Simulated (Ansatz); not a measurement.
## Response to strain in HgTe

Consider HgTe in the zinc blende structure (space group F-43m, No. 216; a = 6.435 Å). Axes: x, y, z lie along the cube axes.

Strains are applied to the cell and any free atomic positions relax.

The values are results of LDA, PAW, 420 eV (Ansatz, an electronic-structure program; no spin-orbit coupling), not measurements.

Notes on the quantities. pressure: mean of the normal stresses, compression positive; energy relative to the base: free energy F.

```csv
change,pressure,energy relative to the base,shortest interatomic distance
base,0.0 GPa,0 meV/atom,278.6 pm
uniaxial strain ε_zz = −1.50 %,?,?,?
uniaxial strain ε_zz = −1.00 %,0.5 GPa,+0.6 meV/atom,277.7 pm
uniaxial strain ε_zz = −0.50 %,0.2 GPa,+0.2 meV/atom,278.2 pm
uniaxial strain ε_zz = +0.50 %,-0.2 GPa,+0.1 meV/atom,279.1 pm
uniaxial strain ε_zz = +1.00 %,-0.5 GPa,+0.6 meV/atom,279.6 pm
uniaxial strain ε_zz = +1.50 %,-0.7 GPa,+1.3 meV/atom,280.0 pm
uniaxial strain ε_zz = +2.00 %,-0.9 GPa,+2.4 meV/atom,280.5 pm
uniaxial strain ε_zz = +2.50 %,-1.1 GPa,+3.7 meV/atom,281.0 pm
uniaxial strain ε_zz = +3.00 %,-1.3 GPa,+5.3 meV/atom,281.5 pm
```

Task: Some entries are withheld; estimate them.

Result: 
- uniaxial strain ε_zz = −1.50 %, pressure: 0.7 GPa
- uniaxial strain ε_zz = −1.50 %, energy relative to the base: +1.4 meV/atom
- uniaxial strain ε_zz = −1.50 %, shortest interatomic distance: 277.3 pm

A case with no gap was solved on a k-mesh chosen for an insulator, which is coarse for it. Stability against distortions was not tested. All final runs are without spin polarisation.
